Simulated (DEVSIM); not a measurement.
Device: Ti/SiO2/p-Si capacitor, at 250 K.

```
layer (left to right)  material  thickness (nm)  Na (cm⁻³)
---------------------  --------  --------------  ---------
1                          SiO2            7.30          -
2                            Si            5200     1.2e16
```

Metal gate on the left, work function 4.33 eV. Fixed charge at the semiconductor interface 0 cm⁻² (in units of +e); no interface traps.

Constants are typed, rounded textbook-type inputs, not results; the design itself was drawn at random and stands for no fabricated device. Values at 300 K; Nc and Nv go as T^1.5, mobilities as T to minus their exponent, the gap by Varshni's rule with the affinity fixed.

```csv
parameter,SiO2,Si
gap (eV),9,1.124
affinity (eV),0.9,4.05
permittivity,3.9,11.7
Nc (cm⁻³),-,2.86e19
Nv (cm⁻³),-,3.1e19
Varshni α (eV/K),-,0.000473
Varshni β (K),-,636
```

DEVSIM, 1D Poisson equation in equilibrium, Boltzmann statistics, complete ionisation; no quantum confinement or tunnelling. Metal contacts follow the ideal Schottky-Mott rule: no Fermi-level pinning, no interface dipoles.

Base results: threshold voltage (band bending 2φF) (V) 0.24; minimum of the low-frequency capacitance (μF/cm²) 0.0359; flat-band voltage (V) -0.69.

Question: What follows from this one change: interface trap density 0 → 1e+12 cm^-2 eV^-1?

Answer: threshold voltage (band bending 2φF) 0.24 → 0.38 V; minimum of the low-frequency capacitance 0.0359 → 0.140 μF/cm²; flat-band voltage -0.69 → -0.83 V.

Question: What follows from this one change: gate work function 4.33 → 4.48 eV?

Answer: threshold voltage (band bending 2φF) 0.24 → 0.39 V; minimum of the low-frequency capacitance little changed (0.0355 μF/cm²); flat-band voltage -0.69 → -0.54 V.

Question: What follows from this one change: fixed charge 0 → 5.55e+11 cm^-2?

Answer: threshold voltage (band bending 2φF) 0.24 → 0.05 V; minimum of the low-frequency capacitance little changed (0.0362 μF/cm²); flat-band voltage -0.69 → -0.88 V.

Question: What follows from this one change: substrate doping 1.2e+16 → 2.4e+16 cm^-3?

Answer: threshold voltage (band bending 2φF) 0.24 → 0.31 V; minimum of the low-frequency capacitance 0.0359 → 0.0477 μF/cm²; flat-band voltage -0.69 → -0.71 V.
